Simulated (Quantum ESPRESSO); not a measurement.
Quantum ESPRESSO run on Fe3Si (I4mm, 4 atoms in the cell): self-consistent single point.

Computed with PBEsol, PSlibrary ultrasoft (PBE) pseudopotentials (plane waves; Quantum ESPRESSO).

```yaml
crystal:
  lattice:
    - [0.00000, 2.79963, 2.79963]
    - [2.79963, 0.00000, 2.79963]
    - [2.79963, 2.79963, 0.00000]
  atoms:
    - { symbol: Fe, position: [0.75000, 0.75000, 0.75000], spin: 4.0 }
    - { symbol: Fe, position: [0.25000, 0.25000, 0.25000], spin: 4.0 }
    - { symbol: Fe, position: [0.50893, 0.50893, 0.49107], spin: 4.0 }
    - { symbol: Si, position: [0.00000, 0.00000, 0.00000] }
```
(The spins are starting values, not results.)

Reference input (self-consistent single point, DFT, PBEsol, plane waves, PSlibrary ultrasoft (PBE) pseudopotentials): ecutwfc = 55 Ry; ecutrho = 330 Ry; occupations = smearing; smearing = gaussian; degauss = 0.0073499 Ry; nspin = 2; input_dft = pbesol; potentials = {Fe: Fe.pbe-n-rrkjus_psl.1.0.0.UPF, Si: Si.pbe-n-rrkjus_psl.1.0.0.UPF}; K_POINTS = automatic 5 5 5 0 0 0; conv_thr = 1e-10 Ry; mixing_beta = 0.4. This run's input differs from it in these lines:

```diff
@@ -15,3 +15,3 @@
     smearing = 'gaussian',
-    degauss = 0.0073499,
+    degauss = 0.0036749,
     nspin = 2,
@@ -37,3 +37,3 @@
 K_POINTS automatic
-5 5 5  0 0 0
+9 9 9  0 0 0
```

Output, abridged:

```
     Self-consistent Calculation

     iteration #  1     ecut=    55.00 Ry     beta= 0.40

     Threshold (ethr) on eigenvalues was too large:
     Diagonalizing with lowered threshold

     total energy              =    -194.08946057 Ry
     estimated scf accuracy    <       0.33257886 Ry

     total magnetization       =     6.52 Bohr mag/cell
     absolute magnetization    =     6.74 Bohr mag/cell

     iteration #  2     ecut=    55.00 Ry     beta= 0.40

     total energy              =    -194.18014183 Ry
     estimated scf accuracy    <       0.09084193 Ry

     total magnetization       =     6.24 Bohr mag/cell
   [... lines left out ...]

     iteration # 34     ecut=    55.00 Ry     beta= 0.40

     total energy              =    -194.24547818 Ry
     estimated scf accuracy    <          3.8E-10 Ry

     total magnetization       =     5.04 Bohr mag/cell
     absolute magnetization    =     5.42 Bohr mag/cell

     iteration # 35     ecut=    55.00 Ry     beta= 0.40

     Magnetic moment per site  (integrated on atomic sphere of radius R)
     atom   1 (R=0.250)  charge=  6.4265  magn=  1.3093
     atom   2 (R=0.250)  charge=  6.4265  magn=  1.3093
     atom   3 (R=0.250)  charge=  6.3229  magn=  2.5401
     atom   4 (R=0.253)  charge=  2.0180  magn= -0.0569
     End of self-consistent calculation

     Number of k-points >= 100: set verbosity='high' to print the bands.

     the Fermi energy is    13.9831 ev

!    total energy              =    -194.24547818 Ry
     estimated scf accuracy    <          1.5E-12 Ry
     smearing contrib. (-TS)   =      -0.00034835 Ry
     internal energy E=F+TS    =    -194.24512983 Ry

     total magnetization       =     5.04 Bohr mag/cell
     absolute magnetization    =     5.42 Bohr mag/cell

     convergence has been achieved in  35 iterations

     Forces acting on atoms (cartesian axes, Ry/au):

     atom    1 type  1   force =     0.00000000    0.00000000    0.00723796
     atom    2 type  1   force =    -0.00000000    0.00000000    0.00723796
     atom    3 type  1   force =    -0.00000000    0.00000000   -0.01738126
   [... lines left out ...]

     Total force =     0.020380     Total SCF correction =     0.000000

          total   stress  (Ry/bohr**3)                   (kbar)     P=      -77.38
  -0.00052545   0.00000000   0.00000000          -77.30        0.00        0.00
   0.00000000  -0.00052545  -0.00000000            0.00      -77.30       -0.00
   0.00000000  -0.00000000  -0.00052723            0.00       -0.00      -77.56

   JOB DONE.
```

The run converged in 35 iterations. Against the reference run the free energy goes down by 1.5 meV/atom, the pressure goes from -7.47 to -7.74 GPa, the largest force moves little (0.445 to 0.447 eV/Å) and the size of the net moment hardly changes (1.27 to 1.26 μB/atom). The full log also holds: “c_bands:  2 eigenvalues not converged”. The full log also holds: “c_bands:  1 eigenvalues not converged”.

The starting cell comes from a database of computed structures (which also holds hypothetical and non-ambient phases and stackings), without a prior relaxation at this level. Its lattice was rescaled by up to half a per cent. One atom was moved a little off its site on purpose. The magnetic order is the one reached from the typed start; others were not searched systematically. With a pressure of about -8 GPa the cell is away from its equilibrium volume at this level.

Cost on one core of a shared machine: roughly 3 min.
